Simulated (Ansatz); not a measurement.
Sb (model structure, I-43m, No. 217, 4 atoms in the cell) was calculated with LDA (plane waves, PAW; Ansatz, a quantum-chemistry and plane-wave program).

The input as run:

Ansatz 0.2 input:
```yaml
crystal:
  lattice:
    - [-3.3044342389, 3.3044342389, 3.3044342389]
    - [3.3044342389, -3.3044342389, 3.3044342389]
    - [3.3044342389, 3.3044342389, -3.3044342389]
  atoms:
    - { symbol: Sb, position: [0.6906180902, 0.0, 0.0] }
    - { symbol: Sb, position: [0.0, 0.6906180902, 0.0] }
    - { symbol: Sb, position: [0.0, 0.0, 0.6906180902] }
    - { symbol: Sb, position: [0.3093819098, 0.3093819098, 0.3093819098] }
basis:
  ecutwfc: 520
  ecutrho_ratio: 4
  xc_grid: 2
kpoints:
  mp_grid: { grid: [8, 8, 8] }
  band_path:
    path:
      - [0.0, 0.0, 0.0]
      - [0.055556, -0.055556, 0.055556]
      - [0.111111, -0.111111, 0.111111]
      - [0.166667, -0.166667, 0.166667]
      - [0.222222, -0.222222, 0.222222]
      - [0.277778, -0.277778, 0.277778]
      - [0.333333, -0.333333, 0.333333]
      - [0.388889, -0.388889, 0.388889]
      - [0.444444, -0.444444, 0.444444]
      - [0.5, -0.5, 0.5]
      - [0.416667, -0.416667, 0.5]
      - [0.333333, -0.333333, 0.5]
      - [0.25, -0.25, 0.5]
      - [0.166667, -0.166667, 0.5]
      - [0.083333, -0.083333, 0.5]
      - [0.0, 0.0, 0.5]
      - [0.0, 0.0, 0.416667]
      - [0.0, 0.0, 0.333333]
      - [0.0, 0.0, 0.25]
      - [0.0, 0.0, 0.166667]
      - [0.0, 0.0, 0.083333]
      - [0.03125, 0.03125, 0.03125]
      - [0.0625, 0.0625, 0.0625]
      - [0.09375, 0.09375, 0.09375]
      - [0.125, 0.125, 0.125]
      - [0.15625, 0.15625, 0.15625]
      - [0.1875, 0.1875, 0.1875]
      - [0.21875, 0.21875, 0.21875]
      - [0.25, 0.25, 0.25]
      - [0.28125, 0.15625, 0.28125]
      - [0.3125, 0.0625, 0.3125]
      - [0.34375, -0.03125, 0.34375]
      - [0.375, -0.125, 0.375]
      - [0.40625, -0.21875, 0.40625]
      - [0.4375, -0.3125, 0.4375]
      - [0.46875, -0.40625, 0.46875]
      - [0.1875, 0.1875, 0.3125]
      - [0.125, 0.125, 0.375]
      - [0.0625, 0.0625, 0.4375]
    npoints: 1
hamiltonian:
  xc: lda
  dispersion: none
  pseudopotentials: { kind: paw }
scf:
  occupations: { method: fermi_dirac, width: 0.01 }
  convergence: { dr2_threshold: 0.0000000004 }
output:
  forces: true
  stress: true
  eigenvalues: true
  write_bands: true
```

Excerpt of the program's output:

```
Crystal: 4 atoms, lattice volume = 144.328 Å³
Basis set: ecut = 520 eV, 3925 PW (Γ), exchange–correlation on 90×90×90 points (8 copies of the dense FFT grid, shifted against one another)
Bands: 36, of which v1, the nominal top of the filled ones, is band 30 counted from 1 (29 counted from 0)
Symmetry: 24 space group operations
Space group: I-43m (ITA 217), of the structure as read, at distance tolerance 5.2e-5 Å
k-points: 29 of 512 (time reversal used)
Functional: x = slater, c = lda
SCF iter   1: F=—  HF=-25341.923350 eV  |F-HF|=—  |Δ(HF+E_count)|=         —  Δρ=6.02e-3  dr2=2.68e-2
SCF iter   2: F=—  HF=-25341.916067 eV  |F-HF|=—  |Δ(HF+E_count)|=   7.28e-3  Δρ=2.85e-3  dr2=7.41e-3
  ...
SCF iter   7: F=—  HF=-25341.913780 eV  |F-HF|=—  |Δ(HF+E_count)|=   2.59e-8  Δρ=1.50e-6  dr2=3.60e-9
SCF iter   8: F=-25341.913780 eV  HF=-25341.913780 eV  |F-HF|=1.02e-10  |Δ(HF+E_count)|=  4.77e-10  Δρ=3.23e-7  dr2=1.29e-10
SCF 1 converged in 8 iterations: F = -25341.913780 eV  dr2 = 1.29e-10
SCF converged after 8 iterations
Free energy (F): -25341.913780 eV
Internal energy: -25341.913769 eV  (E = F + TS)
E sigma→0 (E₀):  -25341.913774 eV
Fermi energy:    6.769538 eV
--- Forces (eV/Å), atoms counted from 1 ---
  atom   1  Sb    -0.21243248     0.21243248     0.21243248
  atom   2  Sb     0.21243248    -0.21243248     0.21243248
  atom   3  Sb     0.21243248     0.21243248    -0.21243248
  atom   4  Sb    -0.21243248    -0.21243248    -0.21243248
--- Stress (GPa, compression-positive) ---
       -1.309298      -0.000000       0.000000
        0.000000      -1.309298      -0.000000
        0.000000      -0.000000      -1.309298
  P = ⅓ Tr σ = -1.3093 GPa (-13.093 kbar)
```

The PAW data were made under PBE.

Note: the relaxation could raise the start's symmetry but not lower it, so the cell can be a saddle point. Note: cell and atoms aren't relaxed at this level (largest force component 0.21 eV/Å, pressure -1.3 GPa).

The result took very roughly 16 core-seconds.

A model structure was made by putting elements into a prototype or built by hand; it is no filed structure, need not be a known phase, and can be a saddle point held by its symmetry.
